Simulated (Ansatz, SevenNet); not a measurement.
For pyrite PtAs2, the machine-learned potential SevenNet-0 (trained on PBE and PBE+U data) gives:

| Item | Value |
|---|---|
| equilibrium lattice constant a | 6.059 Å |
| formation enthalpy | -0.520 eV/atom |

### Question
What does HSE06 (Ansatz, a program for electronic structure, plane waves, PAW) give for the same quantities?

### Answer

- lattice constant a: 5.980 Å (shrinks by 1.3 %)
- formation enthalpy: -0.684 eV/atom (moves by -0.164 eV/atom)

For comparison: lattice constant a 5.967 Å (measured, temperature not stated, no zero-point or thermal correction; as tabulated in Wikipedia's data pages).

Changes are worked out from the printed values.

Unless a cell is named, each level is at its own relaxed cell (SevenNet-0 18.54, HSE06 17.82 Å³/atom).

Levels without +SOC leave out spin–orbit coupling, which shifts energies and cells of such heavy elements.

Ansatz's density-functional and Hartree–Fock values are scalar-relativistic unless marked +SOC, with PAW data made under PBE.
